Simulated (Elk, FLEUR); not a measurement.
An Elk input for a self-consistent single point of LaBr₂ (P6_3/mmc, 6 atoms in the cell) (DFT, LDA (PW92), all-electron FP-LAPW, Elk's shipped species files, APW+lo basis with extra local orbitals):

```
tasks
  0

xctype
  3

tforce
  .true.

rgkmax
  7.5

gmaxvr
  18.0

lmaxapw
  10

lmaxo
  8

nxlo
  2

lorbcnd
  .true.

lradstp
  2

nrmtscf
  2.0

lmaxi
  4

stype
  0

swidth
  0.0001

scale
  1.889726125

avec
    4.1294335686    0.0000001001    0.0000000000
   -2.0647168710    3.5761943236    0.0000000000
    0.0000000000    0.0000000000   15.2391500000

sppath
  'species/'

atoms
  2   : nspecies
  'La.in'   : spfname
  2   : natoms; atposl, bfcmt below
  0.0000000000  0.0000000000  0.7500000000    0.0 0.0 0.0
  0.0000000000  0.0000000000  0.2500000000    0.0 0.0 0.0
  'Br.in'   : spfname
  4   : natoms; atposl, bfcmt below
  0.3333333333  0.6666666667  0.1242400000    0.0 0.0 0.0
  0.6666666667  0.3333333333  0.8757600000    0.0 0.0 0.0
  0.6666666667  0.3333333333  0.6242400000    0.0 0.0 0.0
  0.3333333333  0.6666666667  0.3757600000    0.0 0.0 0.0

ngridk
  5 5 2
```

Task: Write the same calculation as an input for FLEUR.

Result: One input that does it (others would too):

Input of the input generator:

```
LaBr2
&input film=f /
1.0000000000 0.0000000242 0.0000000000
-0.5000000210 0.8660253917 0.0000000000
0.0000000000 0.0000000000 3.6903729645
7.8034984944
1.0 1.0 1.0

6
57 0.0000000000 0.0000000000 0.7500000000
57 0.0000000000 0.0000000000 0.2500000000
35 0.3333333333 0.6666666667 0.1242400000
35 0.6666666667 0.3333333333 0.8757600000
35 0.6666666667 0.3333333333 0.6242400000
35 0.3333333333 0.6666666667 0.3757600000

&comp jspins=1 /
&exco xctyp='pz' /
&kpt div1=5 div2=5 div3=2 gamma=t /
&end /
```

```xml
<?xml version="1.0" encoding="UTF-8" standalone="no"?>
<fleurInput fleurInputVersion="0.39">
   <comment>
      LaBr2                                                                                               
   </comment>
   <calculationSetup>
      <cutoffs Kmax="3.8" Gmax="13.3" GmaxXC="13.3" numbands="0"/>
      <scfLoop itmax="80" minDistance="0.00001" maxIterBroyd="15" imix="Anderson" alpha="0.05" precondParam="0.0" spinf="2.0"/>
      <coreElectrons ctail="T" frcor="F" kcrel="0" coretail_lmax="0"/>
      <xcFunctional name="pz" relativisticCorrections="F"/>
      <magnetism jspins="1"/>
      <soc l_soc="F" theta="0.0" phi="0.0" spav="F"/>
      <expertModes spex="0" secvar="F"/>
      <geometryOptimization l_f="T" forcealpha="1.0" forcemix="BFGS" epsdisp="0.00001" epsforce="0.00001"/>
      <ldaU l_linMix="F" mixParam="0.05" spinf="1.0"/>
   </calculationSetup>
   <cell>
      <bzIntegration valenceElectrons="50.0" mode="hist" fermiSmearingEnergy="0.0001">
         <kPointListSelection listName="default-1"/>
         <!-- k-points included here -->
         <xi:include xmlns:xi="http://www.w3.org/2001/XInclude" href="kpts.xml"> </xi:include>
      </bzIntegration>
      <!-- symmetry operations included here -->
      <xi:include xmlns:xi="http://www.w3.org/2001/XInclude" href="sym.xml"> </xi:include>
      <bulkLattice scale="1.0">
         <bravaisMatrix>
            <row-1>    7.8034984944000003     0.0000001888446636     0.0000000000000000</row-1>
            <row-2>   -3.9017494110734683     6.7580278402431206     0.0000000000000000</row-2>
            <row-3>    0.0000000000000000     0.0000000000000000    28.7978198722502157</row-3>
         </bravaisMatrix>
      </bulkLattice>
   </cell>
   <atomSpecies>
      <species name="Lanthanum (La)" element="La" atomicNumber="57">
         <mtSphere radius="2.63" gridPoints="925" logIncrement="0.014"/>
         <atomicCutoffs lmax="10" lnonsphr="8"/>
         <electronConfig flipSpins="F">
            <coreConfig>(1s1/2) (2s1/2) (2p1/2) (2p3/2) (3s1/2) (3p1/2) (3p3/2) (4s1/2) (3d3/2) (3d5/2) (4p1/2) (4p3/2) (4d3/2) (4d5/2)</coreConfig>
            <valenceConfig>(5s1/2) (5p1/2) (5p3/2) (6s1/2) (5d3/2) (5d5/2)</valenceConfig>
            <stateOccupation state="(5d3/2)" spinUp="0.2" spinDown="0.2"/>
            <stateOccupation state="(5d5/2)" spinUp="0.3" spinDown="0.3"/>
         </electronConfig>
         <energyParameters s="6" p="6" d="5" f="4"/>
         <lo type="SCLO" l="0" n="5" eDeriv="0"/>
         <lo type="SCLO" l="1" n="5" eDeriv="0"/>
      </species>
      <species name="Bromine (Br)" element="Br" atomicNumber="35">
         <mtSphere radius="2.63" gridPoints="925" logIncrement="0.014"/>
         <atomicCutoffs lmax="10" lnonsphr="8"/>
         <electronConfig flipSpins="F">
            <coreConfig>(1s1/2) (2s1/2) (2p1/2) (2p3/2) (3s1/2) (3p1/2) (3p3/2) (3d3/2) (3d5/2)</coreConfig>
            <valenceConfig>(4s1/2) (4p1/2) (4p3/2)</valenceConfig>
            <stateOccupation state="(4p1/2)" spinUp="0.8333333333333" spinDown="0.8333333333333"/>
            <stateOccupation state="(4p3/2)" spinUp="1.6666666666667" spinDown="1.6666666666667"/>
         </electronConfig>
         <energyParameters s="4" p="4" d="4" f="4"/>
      </species>
   </atomSpecies>
   <atomGroups>
      <atomGroup species="Lanthanum (La)">
         <relPos label="                   1">.0000000000 .0000000000 -1.000/4.000</relPos>
         <relPos label="                   2">.0000000000 .0000000000 1.000/4.000</relPos>
         <force calculate="T" relaxXYZ="TTT"/>
      </atomGroup>
      <atomGroup species="Bromine (Br)">
         <relPos label="                   3">1.000/3.000 -1.000/3.000 .1242400000</relPos>
         <relPos label="                   4">-1.000/3.000 1.000/3.000 -.1242400000</relPos>
         <relPos label="                   5">-1.000/3.000 1.000/3.000 -.3757600000</relPos>
         <relPos label="                   6">1.000/3.000 -1.000/3.000 .3757600000</relPos>
         <force calculate="T" relaxXYZ="TTT"/>
      </atomGroup>
   </atomGroups>
   <output dos="F" band="F" slice="F">
      <checks vchk="F" cdinf="F"/>
      <bandDOS minEnergy="-.5*Htr" maxEnergy="0.5*Htr" sigma="0.015" storeEVData="T"/>
      <vacuumDOS vacdos="F" integ="F" star="F" nstars="0" locx1="0.0" locy1="0.0" locx2="0.0" locy2="0.0" nstm="0" tworkf="0.0"/>
      <unfoldingBand unfoldBand="F" supercellX="1" supercellY="1" supercellZ="1"/>
      <plotting iplot="0" polar="F">
         <plot TwoD="T" vec1="  1.0  0.0  0.0" vec2="  0.0  1.0  0.0" vec3="  0.0  0.0  1.0" zero="  0.0  0.0  0.0" file="plot"/>
      </plotting>
      <chargeDensitySlicing numkpt="0" minEigenval="0.0" maxEigenval="0.0" nnne="0" pallst="F"/>
      <specialOutput eonly="F"/>
      <magneticCircularDichroism mcd="F" energyLo="-10.0" energyUp="0.0"/>
   </output>
  <!-- We include the file relax.xml here to enable relaxations (see documentation) -->
  <xi:include xmlns:xi="http://www.w3.org/2001/XInclude" href="relax.xml"> <xi:fallback/> </xi:include>
</fleurInput>
```

Basis settings and potentials, where a program has them, do not carry over. This input uses DFT, LDA (Perdew-Zunger), all-electron FLAPW (FLEUR), scalar-relativistic valence. LDA parametrisations can differ slightly between programs.

The starting cell comes from a database of computed structures (which also holds hypothetical and non-ambient phases and stackings), without a prior relaxation at this level. Its lattice was rescaled by a random factor within 2.5 % of one.
